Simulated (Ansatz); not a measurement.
The parent structure is AlN in the zinc blende structure (space group F-43m, No. 216; a = 4.3698 Å). Axes: x, y, z lie along the cube axes.

Calculations: r2SCAN, PAW, 500 eV (Ansatz, a quantum-chemistry and plane-wave program; without spin-orbit coupling).

Base values:

Band gap: 3.94 eV
Shortest interatomic distance: 3.576 bohr

Modification: a free-standing slab of 7 layers (14 atoms, 2 a layer) is cut normal to [110], with 15 Å of vacuum and the in-plane cell held at bulk.

Q: Predict the new gap character, band gap, shortest interatomic distance and excess energy per area of both faces.

A: The gap character comes out as indirect, U → Γ; the band gap shrinks by 0.83 eV to 3.11 eV; the shortest interatomic distance falls by 0.2132 bohr (3.576 bohr → 3.362 bohr); the excess energy per area of both faces (slab less bulk energy over the cell's area: twice a surface energy) amounts to 5.04 J/m².

The excess energy carries the mismatch between the slab's and the bulk's meshes. Stability against distortions was not tested. This is not the structure that AlN has at room temperature and ambient pressure. Labels are those of the standard path for the cell's own space group.
